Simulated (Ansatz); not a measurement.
Consider BAs in the zinc blende structure (space group F-43m, No. 216; a = 4.768 Å).

Computed with Ansatz (a first-principles code), PBEsol, PAW, cutoff 420 eV, without spin-orbit coupling.

Before the change:

The gap character comes out as indirect, Γ → Γ–X (82 % along).

One thing is altered: an isotropic linear strain of +1.55 %, atoms relaxed at fixed cell.

Problem. Predict the new gap character.

Solution. The gap character is still indirect, Γ → Γ–X (82 % along).

Problem. Estimate the effect on the mean gap deformation potential ΔEg/Δln V.

Solution. The mean gap deformation potential ΔEg/Δln V is +1.0 eV.

Problem. Predict the new energy relative to the base.

Solution. The energy rises by 12 meV/atom.

Whether these cells are dynamically stable was not tested.
